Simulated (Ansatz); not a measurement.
The reference is Al in the fcc (Cu type) structure (space group Fm-3m, No. 225; a = 3.991 Å).

All numbers come from r2SCAN/PAW in Ansatz (an electronic-structure program), without spin-orbit coupling, earlier PAW set.

For the base:

```
Quantity              Result
-------------------  -------
Lattice parameter a  3.991 Å
```

Now apply this change: cell and atoms relaxed at a pressure of 60 GPa.

Q: How does this affect the lattice parameter a?

A: The lattice parameter a drops by 0.409 Å (3.991 Å → 3.582 Å).

Load acts through the strain it causes; cell and atoms are relaxed under it. Whether these cells are dynamically stable was not tested. Competing high-pressure phases were not computed.
